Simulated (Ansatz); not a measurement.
Hypothetical Ia-3 C: response to strain

The parent structure is C (space group Ia-3, No. 206; a = 4.4487 Å; a hypothetical phase, not in the database extracts checked). Axes: x, y, z lie along the cube axes.

Strains are applied to the cell and any free atomic positions relax; under stress the whole cell relaxes.

Method: PBEsol, PAW, 420 eV (Ansatz, a quantum-chemistry and plane-wave program; scalar-relativistic without spin-orbit coupling).

Notes on the quantities. energy relative to the base: free energy F.

| variant | volume per atom | space group | gap character | energy relative to the base | band gap |
|---|---|---|---|---|---|
| base | 5.50 Å³ | Ia-3 (No. 206) | – | 0 meV/atom | 2.30 eV |
| uniaxial strain ε_yy = −2.89 % | 5.34 Å³ | Ibca (No. 73) | direct at X | ? | ? |
| uniaxial stress, 1 GPa compression along x | 5.50 Å³ | Ibca (No. 73) | direct at X | 0.0 meV/atom | 2.29 eV |
| tensor shear ε_yz = +0.13 % | 5.50 Å³ | C2/c (No. 15) | direct at Y | +0.1 meV/atom | 2.29 eV |

Some entries are withheld; estimate them.


- uniaxial strain ε_yy = −2.89 %, energy relative to the base: +17 meV/atom
- uniaxial strain ε_yy = −2.89 %, band gap: 2.08 eV

Beyond what the load breaks, stability against distortions was not tested. k-point labels follow each cell's own Brillouin zone.
